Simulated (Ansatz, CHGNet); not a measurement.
## Elastic constant C44 of rock-salt ZrN: levels of theory against measurement

Reference value: 138 GPa (measured, temperature not stated, not corrected to a static lattice; as tabulated in Wu et al. (2005), arXiv:cond-mat/0412374).

```tsv
level (code)	value (GPa)	cell (Å³/atom)	difference (%)
CHGNet 0.3.0	45.1	12.28	-67
LDA (Ansatz)	127	11.58	-8.0
PBE (Ansatz)	119	12.13	-13.8
PBE-D3(BJ) (Ansatz)	121	11.84	-12.3
HSE06 (Ansatz)	143	11.86	+3.6
```

The reference's temperature isn't stated, so close values are not ranked against it. Off by more than 25 %, or 35 % on the side where a correction would as a rule narrow the miss (bounds picked here): CHGNet 0.3.0 (-67 %).

The reference isn't brought to a static lattice, while the calculations are for one, so the differences are not the levels' errors alone. A static lattice is as a rule stiffer than a warm one, by over a tenth in soft solids.  PBE-D3(BJ): the dispersion coefficients are held fixed in the derivatives. HSE06: hybrids on metals are sensitive to the k mesh. HSE06: the run warned that the count of filled bands differs between k points. Each level is taken at its own relaxed cell. K meshes differ between the levels. Ansatz's density-functional and Hartree–Fock values are scalar-relativistic unless marked +SOC, with PAW data made under PBE.

Machine-learned potentials (CHGNet 0.3.0) are trained on DFT data: a solid inside that data is no test of them.

Differences are worked out from the printed values.

Ansatz is a quantum-chemistry and plane-wave program.
